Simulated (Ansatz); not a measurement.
monolayer SnSe: band-edge transport data

```xyz
4
Lattice="4.3782 0.0000 0.0000 0.0000 4.4805 0.0000 0.0000 0.0000 19.0225" Properties=species:S:1:pos:R:3 pbc="T T T"
Sn     3.2836     4.0354    10.8816
Sn     1.0945     1.7951     8.1409
Se     1.0945     2.1235    10.8393
Se     3.2836    -0.1168     8.1832
```

The numbers are results of PBE, rigid bands (plane waves, PAW, scalar-relativistic; Ansatz, an electronic-structure program), not measurements. Condition of this run: biaxial strain +2 %. Cell: cell and atoms relaxed with PBE, then loaded as said.

```json
{
 "band_gap": "1.11 eV",
 "electron conductivity mass (300 K, dilute)": "0.24 (x), 0.159 (y) mₑ",
 "effective density of states N_c (300 K)": "4.3e12 cm⁻²",
 "Seebeck coefficient, n-type 1.9e12 cm⁻², 300 K": "-243 μV/K"
}
```

Rigid bands; masses and Seebeck coefficients take one relaxation time τ for all states and one kind of carrier; polarons and phonon drag are left out. Spin-orbit coupling is left out.
